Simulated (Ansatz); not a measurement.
Base system: PtS₂ in the CdI2 type structure (space group P-3m1, No. 164; a = 3.5836 Å, c = 4.6568 Å; layered, stacked along the Cartesian z axis). Axes: x lies along a and z along c of the hexagonal cell.

All numbers come from Kohn–Sham DFT with the PBE-D3(BJ) functional, run in Ansatz (a first-principles code) with PAW and 420 eV plane waves, without spin-orbit coupling.

For the base:

- Shortest interatomic distance = 2.395 Å
- Pressure = 0.0 GPa

The change: biaxial strain +3.00 %, plane normal [001], relaxed out of plane (Cartesian); in-plane vectors clamped, the third vector and the atoms free.

Q: What happens to the shortest interatomic distance?

A: The shortest interatomic distance goes up by 0.026 Å, from 2.395 Å to 2.421 Å.

Q: What happens to the pressure?

A: The pressure (mean of the normal stresses, compression positive) goes from zero to -4.7 GPa.

Whether these cells are dynamically stable was not tested. The final runs are not spin-polarised.
